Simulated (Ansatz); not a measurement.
# Be in the hcp (Mg type) structure (space group P6_3/mmc, No. 194)

```cif
data_Be2
_chemical_formula_sum 'Be2'
_space_group_name_H-M_alt 'P63/mmc'
_space_group_IT_number 194
_space_group_name_Hall '-P 6c 2c'
_cell_length_a 2.25712
_cell_length_b 2.25712
_cell_length_c 3.55289
_cell_angle_alpha 90.000
_cell_angle_beta 90.000
_cell_angle_gamma 120.000
loop_
_atom_site_label
_atom_site_type_symbol
_atom_site_symmetry_multiplicity
_atom_site_Wyckoff_symbol
_atom_site_fract_x
_atom_site_fract_y
_atom_site_fract_z
_atom_site_occupancy
Be1 Be 2 d 0.66667 0.33333 0.25000 1
```

Calculations: Kohn–Sham DFT with the PBEsol functional, run in Ansatz (a first-principles code) with PAW and 420 eV plane waves, scalar-relativistic without spin-orbit coupling. Γ-centred 23×23×13 mesh, Fermi–Dirac width 0.05 eV.

Volume per atom: 7.84 Å³
Density: 1.91 g/cm³
Band gap: zero
Total energy: -90.351 eV/atom (σ→0; compares only within this code and set-up)

No phonon test of stability was made.
